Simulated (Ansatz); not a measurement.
System: interstitial Li in rock-salt CaO (charge state +1). The step: Li moves alone to another site; the atom moves 2.42 Å along (0.00, 0.00, -0.50) of the unit cell; the moving atom starts with neighbours 4 Ca at 2.33; 4 O at 1.95 Å and ends with 4 Ca at 2.33; 4 O at 1.95 Å. DFT values are from Ansatz (plane-wave PAW, 420 eV unless said) in a cell of 64 host sites, spin-restricted, static, with no finite-size correction. The charge state is imposed; whether it is stable for some Fermi level was not computed. Sites that were not tried may lie lower. For the PBE band: the program found a first-order saddle point.

```
Level                                                              Forward barrier (eV)  Cost of the band or of the saddle's single point
-----------------------------------------------------------------  --------------------  ------------------------------------------------
CHGNet universal potential (has no charge state), its own band                     0.82                                                 -
PBE, the Γ point alone, band relaxed                                               1.04                      very roughly 14 core-minutes
PBE, a 2×2×2 k-point mesh shifted by half a step, same geometries                  1.04                            roughly 4 core-minutes
r2SCAN at 500 eV, the Γ point alone, same geometries                               1.11            about 70 core-seconds (a rough figure)
HSE06, Γ point alone, same geometries                                               [?]                     around 6 core-minutes (rough)
```

**Question.** What belongs in the gaps?

**Answer.** 
- HSE06, Γ point alone, same geometries, Forward barrier (eV): 1.09

Ansatz is a first-principles code.
